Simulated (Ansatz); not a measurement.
W2B2Ge (model structure, started from the Ti2InB2 type, P-6m2, No. 187, 5 atoms in the cell): equilibrium lattice constant a by level of theory

No measured value is used here.

```json
[
 {"level (code)": "LDA (Ansatz)", "value (Å)": "3.104"},
 {"level (code)": "PBE (Ansatz)", "value (Å)": "3.145"},
 {"level (code)": "PBEsol (Ansatz)", "value (Å)": "3.122"},
 {"level (code)": "r²SCAN (Ansatz)", "value (Å)": "3.140"}
]
```

Density-functional levels without +SOC have no spin–orbit coupling. LDA, PBE, PBEsol, r²SCAN: the run has no spin polarisation, so it can have missed a magnetic state. Cutoffs differ between the levels. Ansatz's density-functional and Hartree–Fock values are scalar-relativistic unless marked +SOC, with PAW data made under PBE.

A model structure was made by putting elements into a prototype or built by hand; it is no filed structure, need not be a known phase, and can be a saddle point held by its symmetry.

Ansatz is a quantum-chemistry and plane-wave program.
